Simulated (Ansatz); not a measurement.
Report: zincblende AlP (F-43m), biaxial stress in the (001) plane

Cell and atoms are relaxed with PBEsol to each stress (compression positive); bands and masses by PBEsol with spin-orbit coupling, rigid bands (plane waves, PAW; Ansatz, a quantum-chemistry and plane-wave program). Strains are changes of length against the unloaded cell.

```yaml
crystal:
  lattice:
    - [0.00000, 2.73533, 2.73533]
    - [2.73533, 0.00000, 2.73533]
    - [2.73533, 2.73533, 0.00000]
  atoms:
    - { symbol: Al, position: [0.00000, 0.00000, 0.00000] }
    - { symbol: P, position: [0.75000, 0.75000, 0.75000] }
```

```
stress (GPa)  strain [001] (%)  strain [100] (%)  gap (eV)  mₑ* [001]  mₑ* [100]  mₕ* [001]  mₕ* [100]
------------  ----------------  ----------------  --------  ---------  ---------  ---------  ---------
-2.00                    -1.78              1.67     1.264       0.80       0.28       0.48       0.65
-1.00                    -0.86              0.81     1.353       0.69       0.27       0.60       0.67
0                            0                 0     1.433       0.33       0.33       0.68       0.68
1.00                      0.79             -0.78     1.367       0.27       0.38       0.73       0.59
2.00                      1.52             -1.51     1.302       0.27       0.39       0.70       0.51
```

[001] is the normal of the loaded plane; [010] strains as [100]. Masses are conductivity masses at 300 K in electron masses.

Task: From the two loads next to zero, find the biaxial modulus and the ratio of out-of-plane to in-plane strain.

Result: Between -1.00 and 1.00 GPa the strain along [100] changes by -1.59 % and that along [001] by 1.65 %. The modulus is 2.00/0.0159 = 126 GPa and the ratio of the strains 1.04 (PBEsol, atoms relaxed). For a cubic (001) plane the ratio is 2C₁₂/C₁₁ and the modulus C₁₁ + C₁₂ − 2C₁₂²/C₁₁, which gives C₁₁ ≈ 128 GPa and C₁₂ ≈ 67 GPa.

Task: How fast does the gap move on either side of zero load?

Result: Under tension, (1.353 − 1.433) eV over -1.00 GPa = 80 meV/GPa, or about -9.9 eV per unit strain; under compression, (1.367 − 1.433) eV over 1.00 GPa = -66 meV/GPa, or about 8.5 eV per unit strain. The two slopes part by 146 meV/GPa; gaps are resolved to about 0.01 eV, which allows 20 meV/GPa, so they differ, even in sign: the gap has a turning point near zero load.

Task: Take the carrier density and the relaxation time as fixed, so that ρ ∝ m*. What gauge factor (Δρ/ρ)/ε follows for current along [100] at the loads next to zero?

Result: electrons at -1.00 GPa: (0.27/0.33 − 1)/0.0081 ≈ -22; electrons at 1.00 GPa: (0.38/0.33 − 1)/-0.0078 ≈ -19; holes at 1.00 GPa: (0.59/0.68 − 1)/-0.0078 ≈ 17. These are means over a finite load; the small-strain gauge factor differs, most where the load has already emptied the upper valleys or bands. Carriers and loads whose mass moves by under 12 % aren't resolved and aren't listed. The change of shape, which adds a term of order 1 to 2, and that of the scattering between valleys or bands are left out.

Masses are those of dilute carriers in rigid bands with one relaxation time, without polarons. Third decimals of gaps are kept for the arithmetic. Every relaxation keeps the zincblende phase (space group I-4m2 under this load), so a transition, a distortion that breaks the symmetry or fracture can't show.
